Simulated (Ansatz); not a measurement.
## Response to strain in MoS2

Base system: MoS2 (space group P6_3/mmc, No. 194; a = 3.109 Å, c = 11.709 Å; layered, stacked along the Cartesian z axis). Axes: x lies along a and z along c of the hexagonal cell.

Strains are applied to the cell and any free atomic positions relax; under biaxial strain the out-of-plane vector relaxes too.

The values are results of PBEsol-D3(BJ) (Ansatz, a first-principles code, PAW, without spin-orbit coupling), not measurements.

Notes on the quantities. in-plane stress: mean in-plane stress (compression positive).

```json
[
 {"change": "base", "in-plane stress": "–", "band gap": "0.52 eV", "ratio −ε⊥/ε∥": "–", "hole mass": "1.1 mₑ along c, 0.50 mₑ across (at Γ)"},
 {"change": "biaxial strain −3.00 %, plane normal [001], relaxed out of plane", "in-plane stress": "+10.3 GPa", "band gap": "0.58 eV", "ratio −ε⊥/ε∥": "0.36", "hole mass": "?"},
 {"change": "biaxial strain −2.40 %, plane normal [001], relaxed out of plane", "in-plane stress": "+8.1 GPa", "band gap": "0.56 eV", "ratio −ε⊥/ε∥": "0.35", "hole mass": "0.94 mₑ out of plane, 0.68 mₑ in plane (at Γ)"},
 {"change": "biaxial strain −1.80 %, plane normal [001], relaxed out of plane", "in-plane stress": "+5.9 GPa", "band gap": "0.55 eV", "ratio −ε⊥/ε∥": "0.35", "hole mass": "0.98 mₑ out of plane, 0.63 mₑ in plane (at Γ)"},
 {"change": "biaxial strain −1.20 %, plane normal [001], relaxed out of plane", "in-plane stress": "?", "band gap": "0.54 eV", "ratio −ε⊥/ε∥": "0.34", "hole mass": "1.0 mₑ out of plane, 0.58 mₑ in plane (at Γ)"},
 {"change": "biaxial strain −0.60 %, plane normal [001], relaxed out of plane", "in-plane stress": "+1.9 GPa", "band gap": "0.53 eV", "ratio −ε⊥/ε∥": "–", "hole mass": "1.1 mₑ out of plane, 0.54 mₑ in plane (at Γ)"}
]
```

Task: What belongs in the blanks?

Result: 
- biaxial strain −3.00 %, plane normal [001], relaxed out of plane, hole mass: 0.91 mₑ out of plane, 0.75 mₑ in plane (at Γ)
- biaxial strain −1.20 %, plane normal [001], relaxed out of plane, in-plane stress: +3.9 GPa

Effective masses come from finite differences of ±0.01 Å⁻¹. Whether these cells are dynamically stable was not tested.
